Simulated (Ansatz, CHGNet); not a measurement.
For CsCl-type NiAl, the machine-learned potential CHGNet 0.3.0 (trained on PBE and PBE+U data) gives:

| Quantity | Value |
|---|---|
| equilibrium lattice constant a | 2.886 Å |
| elastic constant C11 | 158 GPa |
| elastic constant C44 | 48.6 GPa |
| polycrystal shear modulus | 22.8 GPa |
| formation enthalpy | -0.705 eV/atom |

**Question.** What does r²SCAN in Ansatz (plane waves, PAW) give for the same quantities?

**Answer.** 
- lattice constant a: 2.863 Å (drops by 0.8 %)
- elastic constant C11: 233 GPa (goes up by 47 %)
- elastic constant C44: 134 GPa (increases by 180 %)
- Voigt–Reuss–Hill shear modulus: 85.1 GPa (grows by 270 %)
- formation enthalpy: -0.676 eV/atom (moves by +0.029 eV/atom)

For comparison: lattice constant a 2.882 Å (measured, extrapolated to 0 K, zero-point anharmonic expansion removed (Haas, Tran, Blaha 2009); as tabulated in Levämäki et al. (2014), arXiv:1402.3671); formation enthalpy -0.640 ± 0.01 eV/atom (measured, 298 K, copied from a table, unchecked, not corrected to a static lattice; as tabulated in Wang et al. (2021), doi:10.1038/s41598-021-94550-5).

Changes are worked out from the printed values.

Unless a cell is named, each level is at its own relaxed cell (CHGNet 0.3.0 12.02, r²SCAN 11.74 Å³/atom).

The crystal itself was run without spin with r²SCAN; a magnetic state was not tried in these runs.

Ansatz's density-functional and Hartree–Fock values are scalar-relativistic unless marked +SOC, with PAW data made under PBE.

Ansatz is a quantum-chemistry and plane-wave program.
